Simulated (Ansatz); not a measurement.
Take BeTe in the zinc blende structure (space group F-43m, No. 216) as the base.

```
CELL_PARAMETERS angstrom
      0.00000     2.83183     2.83183
      2.83183     0.00000     2.83183
      2.83183     2.83183     0.00000
ATOMIC_POSITIONS crystal
  Te 0.75000 0.75000 0.75000
  Be 0.00000 0.00000 0.00000
```

All numbers come from PBE (Ansatz, a first-principles code), spin-orbit coupling left out.

Base values:

| Property | Value |
|---|---|
| Band gap | 2.03 eV |
| Volume per atom | 22.71 Å³ |
| Gap character | indirect, Γ → X |
| Electron mass | 1.9 mₑ along k, 0.26 mₑ across (at X) |

The change: full substitution Te → Se, then cell and atoms are relaxed.

Tabulated Pauling electronegativity and covalent radius: Te 2.10, 1.38 Å; Se 2.55, 1.20 Å.

**Question.** How does this affect the band gap, volume per atom, gap character and electron mass?

**Answer.** The band gap grows by 0.646 eV (2.03 eV → 2.67 eV); the volume per atom shrinks by 5.36 Å³ to 17.35 Å³; the gap character is still indirect, Γ → X; the electron mass becomes 0.90 mₑ along k, 0.27 mₑ across (at X) (base: 1.9 mₑ along k, 0.26 mₑ across (at X)).

With Te present, leaving out spin-orbit coupling can change the band edges. Effective masses come from finite differences of ±0.01 Å⁻¹. Along k means along the line from Γ to the band edge. No phonon test of stability was made.
